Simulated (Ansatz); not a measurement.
Consider this model of amorphous Al28O45Y2.

```xyz
75
Lattice="9.4184 0.0181 -0.0214 0.0181 9.4046 0.0815 -0.0214 0.0815 9.4645" Properties=species:S:1:pos:R:3 pbc="T T T"
Al     4.2679     1.4482     4.2292
Al     1.5068     4.2050     7.8768
Al     1.9615     2.0231     2.7518
Al     6.8583     0.0404     2.1696
Al     2.1780     4.4712     1.4629
Al     9.0869     2.7972     1.0780
Al     3.9293     4.6901     3.8856
Al     7.4503     3.2292     6.7440
Al     5.7130     6.4151     2.0450
Al     6.6123     4.3585     0.0249
Al     4.3945     2.5250     7.0459
Al     1.6874     1.9719     5.9590
Al     9.0615     8.1493     4.2962
Al     3.0083     6.6870     6.1950
Al     1.9149     1.8158     9.0785
Al     5.3255     8.0758     4.8251
Al     8.8815     6.5221     6.4592
Al     4.7515     9.3989     8.8093
Al     5.7964     5.2735     6.3240
Al     4.7272     6.6303     8.8427
Al     6.8518     1.5355     9.1943
Al     1.4114     6.9300     8.6662
Al     6.5613     3.3172     2.5007
Al     7.0808     1.3679     4.5813
Al     8.9087     0.3891     7.0681
Al     7.5148     7.7779     9.1779
Al     0.2845     8.9055     1.4968
Al     4.3470     1.7112     1.3245
O      0.9391     3.5922     6.2650
O      7.9139     0.1659     8.4934
O      1.1308     0.9973     7.4187
O      5.6956     7.9250     3.0209
O      5.7879     8.0173     8.4749
O      2.8922     2.8285     1.2114
O      0.8766     8.3964     3.1117
O      9.0793     8.3889     6.0748
O      0.8282     3.5924     2.3296
O      4.2249     6.7365     1.0645
O      5.5575     0.4019     5.0818
O      5.4361     1.4150     7.9498
O      5.5315     3.1152     0.9001
O      2.6916     5.5006     2.8643
O      7.9950     1.6429     6.1439
O      1.4413     7.9265     0.5888
O      7.8524     9.3961     3.7966
O      5.5467     4.9223     3.0536
O      1.8560     5.3252     9.3463
O      3.5055     7.7739     4.8517
O      1.3562     6.0997     6.8870
O      3.3731     0.7206     2.7600
O      7.3838     3.1304     8.4907
O      0.5956     3.1204     9.0402
O      6.1476     6.9039     5.7861
O      3.2943     7.2766     7.8924
O      1.0767     1.8384     4.3040
O      7.8306     4.0865     1.4307
O      3.3127     0.7309     9.4306
O      7.8040     4.9461     6.4318
O      8.0258     8.2737     1.3811
O      5.4187     5.1532     8.1258
O      0.9286     1.1823     1.2713
O      5.7598     1.7057     3.0528
O      7.7814     1.5435     1.3382
O      2.9463     3.0848     7.9348
O      5.6473     0.3887     0.8195
O      3.4878     3.0261     3.7396
O      5.7234     3.4026     6.1608
O      7.5860     3.0520     4.0147
O      3.9589     5.2575     5.6109
O      3.4347     1.5985     5.8542
O      6.6831     6.1500     0.5739
O      8.8809     6.9526     8.2864
O      9.0615     6.3770     4.5997
Y      9.4051     4.1742     4.3110
Y      2.9112     7.8417     2.5337
```

Level of theory: PBE, scalar-relativistic without spin-orbit coupling (plane waves to 420 eV, PAW; Ansatz, a first-principles code).

It comes from a melt-quench run on a machine-learned potential (CHGNet), relaxed afterwards by DFT. O atoms were pushed apart under 1.9 Å during the dynamics, to hinder bonds among them. The hot cell started wider than the set density and was brought back towards it in steps. It is the lowest in DFT energy of 2 quenches. It is a model cell: composition and starting density were chosen by hand, and all elements were melted together. No dispersion term was used. Its density started from a set value of 3.27 and ended at 3.27 g/cm³. The quench (nominally 410 K/ps over its main leg) was far faster than any real one, so the model tends to hold more defects than a real film. One small periodic cell is one sample of the glass; other quenches scatter about these values. The volume was held where the preparation left it and the shape relaxed, at a PBE pressure of -0.7 GPa (tension). Stress components on the final sampling reach 0.8 GPa.

Neighbours within Al-Al 2.66 Å, Al-O 2.46 Å, Al-Y 3.20 Å, O-O 1.58 Å, O-Y 2.82 Å, Y-Y 3.74 Å count as bonded. Two cations that share two anions don't count as bonded, nor two that share one unless they lie closer than Al-Al 2.59 Å, Al-Y 3.11 Å, Y-Y 3.64 Å.

### Question
Give the coordination numbers, mean bond lengths and angles.

### Answer

```json
{
  "Mean coordination of Al by anions": "4.79 (12 with 4, 10 with 5, 6 with 6)",
  "Mean coordination of O": "3.24 (1 with 2, 33 with 3, 10 with 4, 1 with 5)",
  "Mean coordination of Y by anions": "6.00 (2 with 6)",
  "Mean Al-O bond": "1.878 Å (spread 0.125 Å, 134 counted)",
  "Mean O-Y bond": "2.351 Å (spread 0.168 Å, 12 counted)",
  "Bond angle at Al": "mean 106.3°, spread 25.3°",
  "Bond angle at O": "mean 112.5°, spread 18.1°",
  "Bond angle at Y": "mean 102.8°, spread 30.7°"
}
```

### Question
List the pairs of like atoms that count as bonded by the rules above.

### Answer
There are none by these rules.
